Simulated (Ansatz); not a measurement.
## A computed series for CuAu: response to strain

Consider CuAu (space group P4/mmm, No. 123; a = 2.869 Å, c = 3.645 Å; relaxed with 0.1 eV smearing). Axes: x, y, z lie along a, b, c of the conventional cell.

Strains are applied to the cell and any free atomic positions relax.

Computed with Ansatz (a program for electronic structure) PBE, no spin-orbit coupling.

Notes on the quantities. energy relative to the base: free energy F.

```json
[
 {"uniaxial strain ε_zz (%)": "-3", "energy relative to the base (meV/atom)": "6.6"},
 {"uniaxial strain ε_zz (%)": "-2.5", "energy relative to the base (meV/atom)": "?"},
 {"uniaxial strain ε_zz (%)": "-2", "energy relative to the base (meV/atom)": "2.9"},
 {"uniaxial strain ε_zz (%)": "-1.5", "energy relative to the base (meV/atom)": "1.6"},
 {"uniaxial strain ε_zz (%)": "-1", "energy relative to the base (meV/atom)": "0.7"},
 {"uniaxial strain ε_zz (%)": "-0.5", "energy relative to the base (meV/atom)": "0.2"},
 {"uniaxial strain ε_zz (%)": "0", "energy relative to the base (meV/atom)": "0.0"}
]
```

Q: Fit ΔE = Aε² + Bε³ (ε in %) to the rows shown and predict the withheld row.

A: Least squares on the printed values gives A = 0.699 and B = -0.011 meV/atom (largest residual 0.0 meV/atom); this predicts 4.5 meV/atom, and the run gives 4.6 meV/atom, in agreement.

Whether these cells are dynamically stable was not tested. The final runs are not spin-polarised.
